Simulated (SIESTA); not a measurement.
Band structure of TaSeS (P3m1, 3 atoms in the cell).

```xyz
3
Lattice="3.4591 0.0000 0.0000 -1.7295 2.9957 0.0000 0.0000 0.0000 6.4479" Properties=species:S:1:pos:R:3 pbc="T T T"
Ta     0.0000     0.0000     0.0683
Se     1.7295     0.9985     4.7967
S      0.0000     1.9971     1.5829
```

Method of the run: GGA PBEsol, numerical atomic orbitals DZP, PseudoDojo PBEsol standard norm-conserving potentials (rewritten from UPF to PSML) (SIESTA 5.4.2).

Settings: XC.functional = GGA; XC.authors = PBEsol; potentials = PseudoDojo PBEsol standard; PAO.BasisSize = DZP; PAO.EnergyShift = 0.01 Ry; MeshCutoff = 300 Ry; kgrid.MonkhorstPack = 9 9 4; OccupationFunction = MP; OccupationMPOrder = 0; ElectronicTemperature = 0.272 eV; MaxSCFIterations = 150; SCF.Mixer.Method = Pulay; SCF.Mixer.Weight = 0.2; SCF.Mixer.History = 6.

The starting cell comes from a database of computed structures (which also holds hypothetical and non-ambient phases and stackings), without a prior relaxation at this level. Its lattice was rescaled by a random factor within 2.5 % of one. Spin-orbit coupling is off. Spin polarisation is off; with an odd number of electrons in the cell that forces a metal, and a magnetic state may lie lower. Values carry the incompleteness of an atom-centred basis.

Levels in eV from the Fermi level, bands 14 to 19:
```csv
point,14,15,16,17,18,19
Γ,-3.46,-1.42,-0.16,-0.16,0.09,0.15
M,-4.07,-3.50,-3.07,-1.67,-0.86,2.14
K,-4.80,-3.57,-3.33,-3.12,1.31,1.65
A,-3.44,-3.27,-0.26,-0.26,0.14,0.14
L,-4.05,-3.58,-2.19,-1.47,-1.15,2.14
H,-4.90,-3.48,-3.31,-3.25,1.23,1.25
```

Bands cross the Fermi level along this path, so the cell is metallic at this level.

Higher empty bands are left out: an atom-centred basis made for the valence describes them poorly.
